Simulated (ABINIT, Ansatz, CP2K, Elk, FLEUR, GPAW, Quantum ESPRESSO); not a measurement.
Code comparison for MoS2 (P-6m2, 3 atoms in the cell)

Self-consistent single point, at a second geometry (lattice scaled by 0.98). First geometry:

```xyz
3
Lattice="3.1450 0.0000 0.0000 -1.5725 2.7236 0.0000 0.0000 0.0000 17.1214" Properties=species:S:1:pos:R:3 pbc="T T T"
Mo     0.0000     0.0000     0.0000
S      0.0000     1.8157     1.5322
S      0.0000     1.8157    15.5892
```

Shared settings, as Ansatz (an electronic-structure program) writes them: kpoints.mp_grid.grid = 6 6 1; scf.occupations.method = fixed. Potentials and cutoffs stand in the table.

```csv
code,model,ΔF from the first geometry (meV/atom),pressure (GPa),largest force (eV/Å),gap on the mesh (eV),cutoff
Ansatz,"LDA (PW92), PAW files made with PBE",32.0,3.84,1.436,1.831,30.9 Ry
ABINIT,"LDA (PW92), PAW (JTH v2.0 LDA PAW)",32.8,3.84,1.432,1.844,571 eV
FLEUR,"LDA (Perdew-Zunger), all-electron FLAPW (FLEUR), scalar-relativistic valence",34.2,–,1.480,1.831,Kmax 4.5 1/bohr
GPAW,"LDA (Perdew-Wang 92), GPAW PAW datasets LDA (gpaw-data 1.0.1)",28.5,3.58,1.356,1.815,600 eV
Quantum ESPRESSO,"LDA (PW92), PseudoDojo standard norm-conserving (LDA) pseudopotentials",32.6,3.89,1.446,1.836,80 Ry
CP2K,"LDA (Pade form), GPW, DZVP-MOLOPT-SR-GTH basis, GTH-PADE potentials (GTH_POTENTIALS)",44.1,4.63,1.684,1.761,grid 500 Ry
Elk,"LDA (PW92), all-electron FP-LAPW, Elk's shipped species files, APW+lo basis with extra local orbitals",–,–,–,1.831,rgkmax 7.5
```

A dash marks a value that a program does not give, or that is left out as unsure.

Gaps are read on the mesh.

The spread over the programs that give each value: ΔF from the first geometry within 15.6 meV/atom; pressure within 1.05 GPa; largest force within 0.328 eV/Å; gap on the mesh within 0.083 eV.

CP2K uses small atom-centred bases, whose incompleteness enters pressures, forces and empty levels differently from a plane-wave cutoff. FLEUR and Elk treat all electrons, but the usual bases taken here (sphere radii, linearisation, local orbitals, empty states) were not tested for convergence, so the values are no reference for the others. Ansatz's pressure is given at a fixed set of plane waves, as the other plane-wave codes print theirs. In the force vectors, CP2K (by 0.250) lies more than 0.08 eV/Å from the median of the plane-wave programs.

The starting cell comes from a database of computed structures (which also holds hypothetical and non-ambient phases and stackings), without a prior relaxation at this level. Its lattice was rescaled by a random factor within 2.5 % of one. For this run, on top of that: lattice scaled by 0.98.

Keys are those of Ansatz 0.2.
